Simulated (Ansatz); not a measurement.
Results of r²SCAN in Ansatz (PAW) for InSb (model structure, P6₃/mmc, No. 194, 4 atoms in the cell).

The input as run:

Ansatz 0.2 input:
```yaml
crystal:
  lattice:
    - [4.1713928805, 0.0000002703, 0.0]
    - [-2.0856966743, 3.6125320685, 0.0]
    - [0.0, 0.0, 7.358625766]
  atoms:
    - { symbol: In, position: [0.0, 0.0, 0.0] }
    - { symbol: In, position: [0.0, 0.0, 0.5] }
    - { symbol: Sb, position: [0.3333333333, 0.6666666667, 0.25] }
    - { symbol: Sb, position: [0.6666666667, 0.3333333333, 0.75] }
basis:
  ecutwfc: 560
  ecutrho_ratio: 4
  xc_grid: 3
kpoints:
  mp_grid: { grid: [18, 18, 8] }
hamiltonian:
  xc: r2scan
  dispersion: none
  pseudopotentials: { kind: paw }
scf:
  occupations: { method: fermi_dirac, width: 0.05 }
  convergence: { dr2_threshold: 0.0000000004 }
output:
  forces: true
  stress: true
  eigenvalues: true
```

From the output:

```
Crystal: 4 atoms, lattice volume = 110.889 Å³
Basis set: ecut = 560 eV, 3305 PW (Γ), exchange–correlation on 108×108×180 points (27 copies of the dense FFT grid, shifted against one another)
Bands: 34, of which v1, the nominal top of the filled ones, is band 28 counted from 1 (27 counted from 0)
Symmetry: 24 space group operations
Space group: P63/mmc (ITA 194), of the structure as read, at distance tolerance 4.8e-5 Å
k-points: 185 of 2592
Functional: x = r2scan, c = r2scan; τ floored in thin density (d = 2e-4 eV/Å³)
SCF iter   1: F=—  HF=-24221.924913 eV  |F-HF|=—  |Δ(HF+E_count)|=         —  Δρ=6.67e-3  dr2=2.32e-2  dr2_τ=6.34e-3
SCF iter   2: F=—  HF=-24221.956820 eV  |F-HF|=—  |Δ(HF+E_count)|=   3.19e-2  Δρ=3.18e-3  dr2=5.92e-3  dr2_τ=1.43e-4
  ...
SCF iter   8: F=—  HF=-24221.957501 eV  |F-HF|=—  |Δ(HF+E_count)|=   1.74e-8  Δρ=1.56e-6  dr2=4.31e-9  dr2_τ=4.47e-11
SCF iter   9: F=-24221.957501 eV  HF=-24221.957501 eV  |F-HF|=1.02e-10  |Δ(HF+E_count)|=   1.22e-9  Δρ=3.45e-7  dr2=1.78e-10  dr2_τ=1.56e-12
SCF 1 converged in 9 iterations: F = -24221.957501 eV  dr2 = 1.78e-10
SCF converged after 9 iterations
Free energy (F): -24221.957501 eV
Internal energy: -24221.943207 eV  (E = F + TS)
E sigma→0 (E₀):  -24221.950354 eV
Fermi energy:    9.860500 eV
--- Stress (GPa, compression-positive) ---
        1.740954       0.000000      -0.000000
        0.000000       1.740954       0.000000
       -0.000000       0.000000       1.067947
  P = ⅓ Tr σ = 1.5166 GPa (15.166 kbar)
```

The PAW data were made under PBE.

Note: the relaxation could raise the start's symmetry but not lower it, so the cell can be a saddle point. Note: cell and atoms aren't relaxed at this level (pressure 1.5 GPa).

A model structure was made by putting elements into a prototype or built by hand; it is no filed structure, need not be a known phase, and can be a saddle point held by its symmetry.

Ansatz is a quantum-chemistry and plane-wave program.
